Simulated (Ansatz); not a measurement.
The starting structures come from a database of crystals and need not be the phases stable at ambient conditions.

By PBEsol, the system below comes out a metal.

Without scattering a metal conducts by its projected Fermi surface.

```xyz
4
Lattice="4.2729 0.0000 0.0000 0.0000 4.2729 0.0000 2.1364 -2.1364 3.0214" Properties=species:S:1:pos:R:3 pbc="T T T"
Cu     4.2729     0.0000     3.0214
Cu     2.1364     0.0000     1.5107
Cu     4.2729     2.1364     1.5107
Sn     0.0000     0.0000     0.0000
```

Space group of this cell: Fm-3m. The cell is strained (all lengths scaled by 0.98); by PBEsol its mean pressure is 0.7 GPa.

The current flows along the normal of the first two printed cell vectors, the (001) plane of the conventional cell. No spin-orbit coupling; the value is a mean over 0.1 eV about the Fermi level.

Question: Estimate the ballistic conductance per area that PBEsol in Ansatz (a first-principles code) returns for this system.

Answer: 0.74 × 10¹⁵ S/m² for both spins.
